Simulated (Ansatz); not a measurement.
Subject: the formation energy of V_Ru in AlRu (CsCl type, Pm-3m). Reaction: 27 AlRu (CsCl type) → cell A + Ru (hcp).

Cell A: a supercell of 54 sites of AlRu (CsCl type, Pm-3m) with one empty Ru site amid 8 Al; spin state with PBE: run without spin, k-point mesh 4×4×4.
```xyz
53
Lattice="9.0139 0.0000 0.0000 0.0000 9.0139 0.0000 0.0000 0.0000 9.0139" Properties=species:S:1:pos:R:3 pbc="T T T"
Al     0.0156     0.0156     0.0156
Al     0.0156     0.0156     2.9890
Ru     1.5023     1.5023     4.5178
Al    -0.0118    -0.0118     6.0093
Ru     1.5023     1.5023     7.5008
Al     0.0156     2.9890     0.0156
Ru     1.5023     4.5178     1.5023
Al     0.0156     2.9890     2.9890
Ru     1.5023     4.4882     4.4882
Al    -0.0118     3.0165     6.0093
Ru     1.5023     4.4882     7.5304
Al    -0.0118     6.0093    -0.0118
Ru     1.5023     7.5008     1.5023
Al    -0.0118     6.0093     3.0165
Ru     1.5023     7.5304     4.4882
Al     0.0236     6.0093     6.0093
Ru     1.5023     7.5304     7.5304
Al     2.9890     0.0156     0.0156
Ru     4.5178     1.5023     1.5023
Al     2.9890     0.0156     2.9890
Ru     4.4882     1.5023     4.4882
Al     3.0165    -0.0118     6.0093
Ru     4.4882     1.5023     7.5304
Al     2.9890     2.9890     0.0156
Ru     4.4882     4.4882     1.5023
Al     2.9890     2.9890     2.9890
Ru     4.5103     4.5103     4.5103
Al     3.0165     3.0165     6.0093
Ru     4.5103     4.5103     7.5083
Al     3.0165     6.0093    -0.0118
Ru     4.4882     7.5304     1.5023
Al     3.0165     6.0093     3.0165
Ru     4.5103     7.5083     4.5103
Al     2.9810     6.0093     6.0093
Ru     4.5103     7.5083     7.5083
Al     6.0093    -0.0118    -0.0118
Ru     7.5008     1.5023     1.5023
Al     6.0093    -0.0118     3.0165
Ru     7.5304     1.5023     4.4882
Al     6.0093     0.0236     6.0093
Ru     7.5304     1.5023     7.5304
Al     6.0093     3.0165    -0.0118
Ru     7.5304     4.4882     1.5023
Al     6.0093     3.0165     3.0165
Ru     7.5083     4.5103     4.5103
Al     6.0093     2.9810     6.0093
Ru     7.5083     4.5103     7.5083
Al     6.0093     6.0093     0.0236
Ru     7.5304     7.5304     1.5023
Al     6.0093     6.0093     2.9810
Ru     7.5083     7.5083     4.5103
Al     6.0093     6.0093     6.0093
Ru     7.5083     7.5083     7.5083
```

Reference: Ru (hcp, P6₃/mmc), 2 atoms in the cell; spin state with PBE: run without spin, k-point mesh 30×30×14 on the run's own vectors. Conventional cell: a = 2.722 Å, b = 2.722 Å, c = 4.294 Å, α = 90.00°, β = 90.00°, γ = 120.00°.

Reference: AlRu (CsCl type, Pm-3m), 54 atoms in the cell, the relaxed perfect crystal repeated, atoms not moved again; spin state with PBE: run without spin, k-point mesh 4×4×4 on the run's own vectors.

Computed with Ansatz (plane waves, PAW), its default PAW set, cutoff 420 eV, 500 eV for r2SCAN. The structures are at rest with PBE, within the held lattices; other levels are single points on them. Neutral cells; Fermi-Dirac smearing of at most 0.10 eV in the solids, energies taken to zero width. The lattices are those relaxed with PBE, so at other levels the solids can be strained, which adds to the spread. Larger cells are relaxed from a start prepared with the learned potential CHGNet, on a coarser mesh till forces fall under 0.03 eV/Å, which some starts already meet. A dispersion term (D3(BJ), or D4 for r2SCAN) was computed beside these levels and is taken off wherever the name lacks it. Nuclei at rest; no vibrational terms. The structures are the rest points that the relaxations reached, not proven lowest. Values are for these cell sizes. Mesh and cell size may move defect energies by 0.1 eV or more. The value holds for the reservoirs listed; other chemical potentials shift it. Cell A has symmetry Pm-3m within 0.02 Å and got no random move, so less symmetric positions, which may lie lower, weren't tried.

Problem. Estimate the value that PBE returns for this input.

Solution. 1.79 eV, for 27 AlRu (CsCl type) → cell A + Ru (hcp).

Problem. What do the other levels give, and how wide is the spread?

Solution. 
```
Method  value (eV)  less PBE
------  ----------  --------
r2SCAN        2.02      0.23
```

The levels shown span 0.23 eV, from PBE (1.79) to r2SCAN (2.02).

Ansatz is a program for electronic structure.
